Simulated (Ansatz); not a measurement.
## Several settings converged on a (001) slab of Mg (cut from a parent of space group no. 194; 4 atoms in the cell)

```
CELL_PARAMETERS angstrom
      3.20037     0.00000     0.00000
     -1.60018     2.77160     0.00000
      0.00000     0.00000    21.79160
ATOMIC_POSITIONS crystal
  Mg 0.66667 0.33333 0.44041
  Mg 0.33333 0.66667 0.32122
  Mg 0.66667 0.33333 0.67878
  Mg 0.33333 0.66667 0.55959
```

Base method: LDA (PW92), default PAW files made with PBE (plane waves; Ansatz, a first-principles code).

Base settings: basis.ecutwfc = 420 eV; kpoints.mp_grid.grid = 11 11 1; hamiltonian.xc = lda; hamiltonian.pseudopotentials = {kind: paw} (the program's default PAW files); scf.occupations.method = fermi_dirac; scf.occupations.width = 0.1 eV.

The count of work is k-points × plane waves × bands × iterations; it is no time. 

**The vacuum**

The mesh stays at the base's, so the ladder's end is converged at best in this setting alone.

Only quantities that move along the ladder and can be compared are tabulated.

| vacuum between outermost atoms (Å) | free energy less the last step's (meV/atom) | largest difference of a force vector from the last step's (eV/Å) | count of work / last |
|---|---|---|---|
| 3.0 | -111.31 | 0.374 | 0.29 |
| 4.0 | -52.08 | 0.303 | 0.37 |
| 5.0 | -22.61 | 0.157 | 0.34 |
| 6.0 | -9.24 | 0.065 | 0.36 |
| 7.0 | -3.74 | 0.024 | 0.39 |
| 8.0 | -1.49 | 0.008 | 0.42 |
| 10.0 | -0.21 | 0.001 | 0.47 |
| 12.0 | -0.03 | 0.000 | 0.52 |
| 14.0 | 0.00 | 0.000 | 0.58 |
| 17.0 | 0.00 | 0.000 | 0.66 |
| 20.0 | 0.00 | 0.000 | 0.74 |
| 25.0 | 0.00 | 0.000 | 0.87 |
| 30.0 | 0.00 | 0.000 | 1.0 |

Smallest vacuum between outermost atoms (Å) that holds the forces within 0.02 eV/Å of the last step, with all finer ones: 8.0, at 0.42 of the last step's count of work; the step before is off by 0.024 eV/Å.

Smallest vacuum between outermost atoms (Å) that holds the free energy within 2 meV/atom of the last step, with all finer ones: 8.0, at 0.42 of the last step's count of work; the step before is off by 3.7 meV/atom.

**The depth of the slab**

On a (001) slab of Mg (cut from a parent of space group no. 194; 2 atoms in the cell), and deeper slabs.

Surface energy = (E_slab − N e_bulk)/2A, with e_bulk from the bulk crystal on its finest mesh (392 k-points); errors per atom of slab and bulk, whose meshes differ, grow with N.

The mesh stays at the base's, so the ladder's end is converged at best in this setting alone.

Only quantities that move along the ladder and can be compared are tabulated.

```csv
atoms,unrelaxed surface energy (J/m²),count of work / last
2,0.663,0.076
4,0.642,0.17
6,0.608,0.37
8,0.613,0.59
10,0.607,0.85
12,0.596,1.0
```

Smallest size that holds the unrelaxed surface energy within 0.05 J/m² of the last step, with all finer ones: 4, at 0.17 of the last step's count of work; the step before is off by 0.067 J/m².

On the base run: the starting cell has typed, rounded lattice constants, without a prior relaxation at this level. The slab is cut from that crystal, and its faces are unrelaxed. Its lattice was rescaled by up to half a per cent.

Left out of this page: 1 run of the series outside the window shown, repeating another row's setting, or not comparable.

Keys are those of Ansatz 0.2.
